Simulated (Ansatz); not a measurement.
The reference is TiC in the rock salt structure (space group Fm-3m, No. 225; a = 4.328 Å; relaxed with 0.1 eV smearing). Axes: x, y, z lie along the cube axes.

Structures relaxed with r2SCAN in Ansatz (plane waves to 500 eV, PAW, scalar-relativistic without spin-orbit coupling).

Base:

Simulated powder pattern, Cu Kα1, λ = 1.54056 Å (kinematic, ideal powder, no thermal factors, no anomalous dispersion; the 10 strongest lines at most, above 2 %, up to 2θ = 90°):

```json
[
 {"2θ (°)": "35.91", "I/Imax (%)": "87", "hkl": "(111)"},
 {"2θ (°)": "41.71", "I/Imax (%)": "100", "hkl": "(200)"},
 {"2θ (°)": "60.45", "I/Imax (%)": "57", "hkl": "(220)"},
 {"2θ (°)": "72.36", "I/Imax (%)": "30", "hkl": "(311)"},
 {"2θ (°)": "76.13", "I/Imax (%)": "18", "hkl": "(222)"}
]
```

One thing is altered: uniaxial strain ε_zz = −3.00 %, all other strain components held at zero; the atoms relax in the strained cell.

After the change:

Simulated powder pattern, Cu Kα1, λ = 1.54056 Å (kinematic, ideal powder, no thermal factors, no anomalous dispersion; the 10 strongest lines at most, above 2 %, up to 2θ = 90°):

| 2θ (°) | I/Imax (%) | hkl |
|---|---|---|
| 36.30 | 100 | (111) |
| 41.71 | 79 | (200) |
| 43.06 | 36 | (002) |
| 60.45 | 22 | (220) |
| 61.49 | 42 | (202) |
| 72.60 | 23 | (311) |
| 74.50 | 11 | (113) |
| 77.07 | 20 | (222) |

The indices refer to the base's conventional cell; one index is shown for lines that coincide. The space group is now I4/mmm (No. 139).

No phonon test of stability was made. All final runs are without spin polarisation.

Ansatz is an electronic-structure program.
